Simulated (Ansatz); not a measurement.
A O vacancy (surface) in a 3x3 cell of the 1x1 (100) surface of rock-salt MgO (cut with top plane Mg + O)

Host crystal: rock-salt MgO, with a band gap (PBE, scalar-relativistic without spin-orbit coupling).

These are PBE (plane waves to 420 eV, PAW; Ansatz, a program for electronic structure) values and carry that method's errors.

Set-up: 71 atoms, 6.4 Å thick at the start (thin: gaps and levels are the slab's own); mesh 2x2x1; 0.01 eV smearing; dipole correction on; 18 atoms held, the rest relaxed; symmetry of the start imposed; spin-polarised from one start with parallel moments (other orders not tried), no spin-orbit, no U. The starting moment vanished.

| Quantity | Result |
|---|---|
| formation energy against ½ O2(g) | 5.99 eV |
| gap of the slab on its k-mesh | 1.10 eV |
| highest filled level below the top vacuum level | 3.04 eV |
| change of the step from the bottom to the top vacuum level, against the clean slab | 0.40 eV |
| energy released by relaxation | 0.11 eV |
| magnetic moment of the cell | 0.00 μB |
| largest move of a host atom | 0.08 Å |
